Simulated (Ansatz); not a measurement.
# BN: band gap against strain

BN (wurtzite, P6_3mc, 5.755 Å³/atom and stress up to 0.01 GPa in the relaxed cell, c along z) under an equal strain ε along all three axes. LDA in Ansatz, a plane-wave DFT program (PAW, default set), 420 eV, 15×15×8 Γ-centred mesh, Fermi-Dirac smearing 0.05 eV; ions are relaxed, or left where forces stay under 0.02 eV/Å, within the symmetry of each cell. Gaps are the smallest over the k-mesh and a band path, without spin-orbit coupling; in all rows the valence edge lies at Γ and the conduction edge at about 1.6 Å⁻¹ from Γ.

Here s stands for strain and Eg for gap.

| strain (%) | gap (eV) |
|---|---|
| 0.00 | 4.93 |
| 0.60 | 4.97 |
| 1.20 | 5.00 |
| 1.80 | 5.04 |
| 3.00 | ? |

Fit Eg of the 4 rows that show it with a straight line. Means: s 0.90000, Eg 4.985. About the means, the sum of products is 0.10800 and the sum of squares of s is 1.8000; the slope is their ratio. Least squares gives Eg = 4.931 + 0.0600·s. Residuals (row less fit): -0.001, 0.003, -0.003, 0.001; standard error 0.003 (degrees of freedom: 2). Over these rows the gap moves by 6.0 ± 0.2 eV per unit strain, or 2.0 eV per unit of ln V.

### Question
What does the fit predict for Eg at s = 3.00, and how far is the calculated value from it?

### Answer
Eg = 4.931 + 0.0600 × 3.0 = 5.111 eV. The calculation gives 5.11 eV, which the fit meets to the printed digits. The row lies outside the fitted rows, so this is an extrapolation. The scatter of the fitted rows lies at the last printed digit.

BN is here a metastable high-pressure form. Rows are the converged runs of the series near zero and its far end; series whose fitted rows scatter by over a few per cent of the range, as at a crossing or softening among them, aren't shown in this form, nor equations of state whose B0' disagrees with the runs' pressures. Most that stay on the fit to the last digits aren't either.
